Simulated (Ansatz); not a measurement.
Step by step: surface energy of the Si(110) slab with 4 F, the mean of its two faces, with the listed reservoirs for the atoms in excess

This concerns the surface energy of the Si(110) slab with 4 F, the mean of its two faces, with the listed reservoirs for the atoms in excess. Reaction: 16 Si (diamond) + 2 F2 (gas) → cell A.

A: a slab of Si (diamond, Fd-3m) cut along (110), 20 atoms, rectangular cell of 3.87 × 5.47 Å (21.2 Å²), symmetry Pmna within 0.02 Å, 16.2 Å thick under 16 Å of vacuum, in-plane vectors held at the crystal's; planes from bottom to top: F2 | Si2 × 8 | F2; added, foreign or displaced atoms, above the top plane and below the bottom plane: four times F bound to 1 Si at 1.62 Å; spin state with PBE: run without spin.

Method: Ansatz (a quantum-chemistry and plane-wave program), PAW, neutral cells at 0 K with nuclei at rest, on structures from PBE. Ansatz runs with its PAW set soft_1. Larger cells are relaxed from a start prepared with the learned potential CHGNet till forces fall under 0.03 eV/Å, which some starts already meet. A dispersion term (D3(BJ), or D4 for r2SCAN) was computed beside these levels and is taken off wherever the name lacks it. Space groups of crystals are read within 0.01 Å. Cell A has symmetry Pmna within 0.02 Å and got no random move, so less symmetric positions, which may lie lower, weren't tried.

Total energies of the cells in eV, at zero smearing width. They compare only within one column; the weights balance every element.

```tsv
cell	atoms	weight	PBE
A: Si(110) slab with 4 F	20	+1	-13409.16877
Si (diamond)	2	−8	-1271.62302
F2 (gas)	2	−2	-1611.20111
```

PBE: (-13409.16877) − 8 × (-1271.62302) − 2 × (-1611.20111) = -13.7824 eV; dividing by 2 × 21.155 Å² and converting at 16.022 J/m² per eV/Å² gives -5.22 J/m².
